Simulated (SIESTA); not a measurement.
A self-consistent single point of VO₂F (P2_1/c, 16 atoms in the cell) with SIESTA.

Level of theory: GGA PBEsol, numerical atomic orbitals DZP, PseudoDojo PBEsol standard norm-conserving potentials (rewritten from UPF to PSML) in SIESTA.

```yaml
crystal:
  lattice:
    - [7.10096, 0.00000, 0.00000]
    - [0.00000, 5.32301, 0.00000]
    - [-0.91189, 0.00000, 5.67213]
  atoms:
    - { symbol: V, position: [0.32308, 0.60410, 0.75381] }
    - { symbol: V, position: [0.67692, 0.39590, 0.24619] }
    - { symbol: V, position: [0.67692, 0.10410, 0.74619] }
    - { symbol: V, position: [0.32308, 0.89590, 0.25381] }
    - { symbol: O, position: [0.78099, 0.13695, 0.02774] }
    - { symbol: O, position: [0.21901, 0.86305, 0.97226] }
    - { symbol: O, position: [0.21901, 0.63695, 0.47226] }
    - { symbol: O, position: [0.78099, 0.36305, 0.52774] }
    - { symbol: O, position: [0.49815, 0.87924, 0.74244] }
    - { symbol: O, position: [0.50185, 0.12076, 0.25756] }
    - { symbol: O, position: [0.50185, 0.37924, 0.75756] }
    - { symbol: O, position: [0.49815, 0.62076, 0.24244] }
    - { symbol: F, position: [0.16158, 0.09038, 0.37923] }
    - { symbol: F, position: [0.83842, 0.90962, 0.62077] }
    - { symbol: F, position: [0.83842, 0.59038, 0.12077] }
    - { symbol: F, position: [0.16158, 0.40962, 0.87923] }
```

Reference input (self-consistent single point, DFT, GGA PBEsol, numerical atomic orbitals DZP, PseudoDojo PBEsol standard norm-conserving potentials (rewritten from UPF to PSML)): XC.functional = GGA; XC.authors = PBEsol; potentials = PseudoDojo PBEsol standard; PAO.BasisSize = DZP; PAO.EnergyShift = 0.01 Ry; MeshCutoff = 400 Ry; kgrid.MonkhorstPack = 3 3 3; OccupationFunction = FD; ElectronicTemperature = 10 K; MaxSCFIterations = 150; SCF.Mixer.Method = Broyden; SCF.Mixer.Weight = 0.2. This run's input differs from it in these lines:

```diff
@@ -47,4 +47,5 @@
 %endblock kgrid.MonkhorstPack
-OccupationFunction           FD
-ElectronicTemperature        10 K
+OccupationFunction           MP
+OccupationMPOrder            1
+ElectronicTemperature        300.0 meV
```

Output, abridged:

```
        iscf     Eharris(eV)        E_KS(eV)     FreeEng(eV)     dDmax    Ef(eV) dHmax(eV)
   scf:    1   -14037.089512   -14203.103261   -14203.051876  1.729717 -8.236617 25.500420
   scf:    2   -14301.106742   -14286.072057   -14286.009172  0.229944 -7.289578  3.121544
   scf:    3   -14287.282789   -14287.351676   -14287.321129  0.073325 -7.167006  1.535610
   scf:    4   -14287.689333   -14287.561982   -14287.522621  0.021171 -7.340824  0.549711
   scf:    5   -14287.748060   -14287.668430   -14287.626528  0.022811 -7.473273  0.272521
   scf:    6   -14287.689445   -14287.683570   -14287.639420  0.010013 -7.516499  0.108038
   [... lines left out ...]
   scf:    8   -14287.697334   -14287.688873   -14287.642874  0.008570 -7.511037  0.006419
   scf:    9   -14287.689097   -14287.688986   -14287.642891  0.000308 -7.510564  0.004838
   scf:   10   -14287.689274   -14287.689130   -14287.642905  0.000447 -7.509902  0.002164
   scf:   11   -14287.689248   -14287.689189   -14287.642908  0.000213 -7.509528  0.000791
   scf:   12   -14287.689208   -14287.689199   -14287.642908  0.000040 -7.509430  0.000447
   scf:   13   -14287.689199   -14287.689199   -14287.642908  0.000011 -7.509376  0.000310
   scf:   14   -14287.689195   -14287.689197   -14287.642908  0.000008 -7.509342  0.000240
SCF Convergence by DM+H criterion
max |DM_out - DM_in|         :     0.0000083647
max |H_out - H_in|      (eV) :     0.0002404739
SCF cycle converged after 14 iterations

Using DM_out to compute the final energy and forces

siesta: E_KS(eV) =           -14287.6892

siesta: E_KS - E_eggbox =    -14287.6892

siesta: Atomic forces (eV/Ang):
     1   -0.300818   -0.723218   -0.733367
     2    0.300818    0.723218    0.733367
     3    0.300818   -0.723218    0.733367
     4   -0.300818    0.723218   -0.733367
     5   -0.510709    0.012837   -1.164708
     6    0.510709   -0.012837    1.164708
     7    0.510709    0.012837    1.164708
     8   -0.510709   -0.012837   -1.164708
     9    0.427443    0.413282    0.044711
    10   -0.427443   -0.413282   -0.044711
    11   -0.427443    0.413282   -0.044711
   [... lines left out ...]
siesta: FreeEng =    -14287.642908
siesta: Cell volume =        214.397785 Ang**3
siesta:        -107.26388160       -105.78664543  kBar
   [... lines left out ...]
     5    -0.305060    6.305060  O
     6    -0.305060    6.305060  O
     7    -0.305060    6.305060  O
     8    -0.305060    6.305060  O
     9    -0.404543    6.404543  O
    10    -0.404543    6.404543  O
    11    -0.404543    6.404543  O
    12    -0.404543    6.404543  O
    13    -0.189574    7.189574  F
    14    -0.189574    7.189574  F
    15    -0.189574    7.189574  F
    16    -0.189574    7.189574  F
 Total     0.000000
```

The run converged in 14 iterations. Against the reference run the free energy rises by 1.1 meV/atom, the pressure hardly changes (-10.69 to -10.73 GPa), the largest force goes from 1.255 to 1.272 eV/Å and the gap on the mesh goes from 1.473 to 1.484 eV.

The starting cell comes from a database of computed structures (which also holds hypothetical and non-ambient phases and stackings), without a prior relaxation at this level. Values carry the incompleteness of an atom-centred basis. With a pressure of about -11 GPa the cell is away from its equilibrium volume at this level. Forces in this geometry exceed 1 eV/Å.

Cost on one core of a shared machine: roughly 70 s.
